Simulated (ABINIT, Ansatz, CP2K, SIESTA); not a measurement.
# Code comparison for Ca3GeN (Pm-3m, 5 atoms in the cell)

Self-consistent single point.

```yaml
crystal:
  lattice:
    - [4.80418, 0.00000, 0.00000]
    - [0.00000, 4.80418, 0.00000]
    - [0.00000, 0.00000, 4.80418]
  atoms:
    - { symbol: Ca, position: [0.50000, 0.00000, 0.50000] }
    - { symbol: Ca, position: [0.00000, 0.50000, 0.50000] }
    - { symbol: Ca, position: [0.50000, 0.50000, 0.00000] }
    - { symbol: Ge, position: [0.00000, 0.00000, 0.00000] }
    - { symbol: N, position: [0.50000, 0.50000, 0.50000] }
```

Shared settings, as Ansatz (a quantum-chemistry and plane-wave program) writes them: kpoints.mp_grid.grid = 7 7 7; scf.occupations.method = fermi_dirac; scf.occupations.width = 0.1 eV. Potentials and cutoffs stand in the table.

```
code                                                                                                                            model  pressure (GPa)       cutoff
------  -----------------------------------------------------------------------------------------------------------------------------  --------------  -----------
Ansatz                                                                                                PBEsol, PAW files made with PBE           -1.73      default
SIESTA  GGA PBEsol, numerical atomic orbitals DZP, PseudoDojo PBEsol standard norm-conserving potentials (rewritten from UPF to PSML)            5.93  grid 350 Ry
ABINIT                                                 PBEsol, norm-conserving pseudopotentials (PseudoDojo nc-sr-04 PBEsol standard)           -1.72        42 Ha
CP2K                                                       PBEsol, GPW, DZVP-MOLOPT-SR-GTH basis, GTH-PBE potentials (GTH_POTENTIALS)            0.12  grid 500 Ry
```

The spread over the programs that give each value: pressure within 7.66 GPa.

SIESTA and CP2K use small atom-centred bases, whose incompleteness enters pressures, forces and empty levels differently from a plane-wave cutoff. Ansatz's pressure is given at a fixed set of plane waves, as the other plane-wave codes print theirs; with its correction for the finite basis it is -1.68 GPa. In the pressure, SIESTA (by 7.65) and CP2K (by 1.84) lie more than 1 GPa from the median of the plane-wave programs.

The starting cell comes from a database of computed structures (which also holds hypothetical and non-ambient phases and stackings), without a prior relaxation at this level.

Left out of this page: GPAW, Elk and FLEUR (not drawn, or without a comparable value).

Keys are those of Ansatz 0.2.
